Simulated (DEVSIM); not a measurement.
Structure: Pd/Si3N4/p-Si capacitor, at 300 K.

Layer 1 from the left is Si3N4, thickness (nm) 11.0. Layer 2 from the left is Si, thickness (nm) 13000, Na (cm⁻³) 2.1e15.

Metal gate on the left, work function 5.2 eV. Fixed charge at the semiconductor interface 1.7e11 cm⁻² (in units of +e); no interface traps.

The device is made up for the run: typed textbook-type constants, with dimensions and the other settings drawn at random. Values at 300 K.

Si3N4: gap (eV) 5.1, affinity (eV) 2.1, permittivity 7.5. Si: gap (eV) 1.124, affinity (eV) 4.05, permittivity 11.7, Nc (cm⁻³) 2.86e19, Nv (cm⁻³) 3.1e19.

Simulated with DEVSIM: 1D Poisson equation in equilibrium, Boltzmann statistics, complete ionisation; no quantum confinement or tunnelling. Metal contacts follow the ideal Schottky-Mott rule: no Fermi-level pinning, no interface dipoles.

**Question.** What does the simulation give for the flat-band voltage, the minimum of the low-frequency capacitance?

**Answer.** flat-band voltage 0.23 V; minimum of the low-frequency capacitance 0.0184 μF/cm².
